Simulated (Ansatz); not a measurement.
The reference is TiC in the rock salt structure (space group Fm-3m, No. 225; a = 4.328 Å). Axes: x, y, z lie along the cube axes.

Computed with r2SCAN, PAW, 500 eV (Ansatz, a quantum-chemistry and plane-wave program; scalar-relativistic without spin-orbit coupling).

For the base:

Pressure: 0.0 GPa
Shortest interatomic distance: 2.164 Å
Band gap: zero

The change: the cell is compressed by 2.15 % along z with no lateral relaxation, atoms relaxed at fixed cell.

**Question.** Predict the new pressure, energy relative to the base, shortest interatomic distance and band gap.

**Answer.** The pressure (mean of the normal stresses, compression positive) goes from zero to 6.2 GPa; the energy grows by 8.4 meV/atom; the shortest interatomic distance shrinks by 0.047 Å (2.164 Å → 2.117 Å); the band gap is still zero.

Without a gap, meshes like the base's 18×18×18 leave anisotropic stresses uncertain by several tenths of a GPa, and small strain energies with them. The cells carry an imposed strain or load. Whether these cells are dynamically stable was not tested. All final runs are without spin polarisation.
